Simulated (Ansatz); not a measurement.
**Cubic perovskite BaHfO3**

Method: LDA (plane waves, PAW; Ansatz, a first-principles code).

Numerical settings: plane-wave cutoff 520 eV, 8×8×8 k mesh, Fermi–Dirac smearing 0.01 eV, scalar-relativistic PAW data made under PBE.

Cell: measured lattice: a = b = c = 4.171 Å, α = β = γ = 90.00°.

```json
{
  "band_gap": "3.51 eV",
  "smallest_direct_gap_on_the_k_points_sampled": "3.60 eV"
}
```

Note: cell and atoms aren't relaxed at this level (pressure -6.0 GPa).

Spin–orbit coupling is not included.

The computed numbers hold no vibrational or temperature effects.

It cost roughly 18 core-seconds of CPU time.
